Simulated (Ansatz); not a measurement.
WSe2 (P-6m2, No. 187, 9 atoms in the cell; start mp-1025572; a measured phase of this formula has another space group), treated with r²SCAN in Ansatz (plane waves, PAW).

Settings: plane-wave cutoff 560 eV, 12×12×2 k mesh (along the axes of the cell as run), Fermi–Dirac smearing 0.01 eV, no spin polarisation, scalar-relativistic PAW data made under PBE.

Cell (relaxed at this level):

```
WSe2
1.0
    3.31484     0.00000     0.00000
   -1.65742     2.87073     0.00000
    0.00000     0.00000    29.80212
W Se
3 6
Direct
  0.66667   0.33333   0.00000
  0.33333   0.66667   0.76993
  0.33333   0.66667   0.23007
  0.33333   0.66667   0.05576
  0.33333   0.66667   0.94424
  0.66667   0.33333   0.82570
  0.66667   0.33333   0.17430
  0.66667   0.33333   0.28579
  0.66667   0.33333   0.71421
```

Problem. Give the computed band gap, smallest direct gap on the k points sampled and Γ–Γ gap.

Solution. 
band gap: 1.51 eV
smallest direct gap on the k points sampled: 1.60 eV
Γ–Γ gap: 2.94 eV

Note: the cell has widely spaced layers and the level no dispersion term, so their spacing and the moduli can rest on weak binding.

Spin–orbit coupling is not included.

The computed numbers hold no vibrational or temperature effects.

A start named mp-… is a Materials Project structure, which need not be a measured phase.

Ansatz is a quantum-chemistry and plane-wave program.
